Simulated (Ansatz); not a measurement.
What Ti on a Ba site (antisite), symmetric start does to BaTiO3

Base system: a 20-atom supercell of BaTiO3 (space group P4mm, No. 99; a = 3.973 Å, c = 4.112 Å) at its relaxed geometry.

One thing is altered: one Ba atom is replaced by Ti, atoms relaxed at fixed cell.

All numbers come from plane-wave PAW DFT at the r2SCAN level (Ansatz, a first-principles code, 500 eV), spin-orbit coupling left out, earlier PAW set. Γ-centred 4×4×4 mesh, Fermi–Dirac width 0.01 eV.

```csv
quantity,base,changed,shift
pressure,0.0 GPa,0.6 GPa,+0.6 GPa
gap of the supercell,2.23 eV,zero,–
total moment of the cell,–,2.0 μB,–
energy gained by relaxation,–,2.15 eV,–
shift of the substituted atom off its lattice site,–,1.14 Å,–
```

Other magnetic orders, which the real material may have, were not ruled out. The cell is small, so the values are those of an ordered compound at a high defect concentration; dilute-limit values will differ. The defect started on the symmetric site and kept its symmetry, so it may sit on a saddle. No Hubbard U is applied, and correlation can decide whether such a compound is a metal. Spin-polarised in the final run: Ti on a Ba site (antisite); the other runs are not. Gaps under 0.05 eV, about the width of the smearing, are given as zero. The defect cell is spin-polarised and ends with 2.0 μB.
